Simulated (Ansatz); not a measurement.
Base system: AlN in the zinc blende structure (space group F-43m, No. 216; a = 4.378 Å).

Levels (all Ansatz, a first-principles code, PAW): PBEsol (420 eV, no spin-orbit coupling); r2SCAN (500 eV, without spin-orbit coupling); HSE06 (420 eV, scalar-relativistic without spin-orbit coupling).

Levels that relaxed their own cell: PBEsol.

| level | band gap |
|---|---|
| PBEsol | 3.19 eV |
| r2SCAN | 3.94 eV |
| HSE06 | 4.55 eV |

### Question
From these computed values, estimate the measured ones, and say how each level misses.

### Answer
Measured: band gap 5.34 eV (temperature not stated; as listed in Daiki Deguchi et al., Japanese Journal of Applied Physics (2016)). Computed minus measured — band gap: PBEsol -2.15 eV, r2SCAN -1.40 eV, HSE06 -0.79 eV (closest: HSE06). Measured values not marked as corrected hold thermal and zero-point effects that the static-lattice runs lack. A measured gap can be an optical one, lowered by exciton binding.

Single points use the geometry relaxed with PBEsol. HSE06 was sampled on its mesh, a few special points and the semilocal edge points, so its gap is an upper bound. Whether these cells are dynamically stable was not tested. This is not the structure that AlN has at room temperature and ambient pressure.
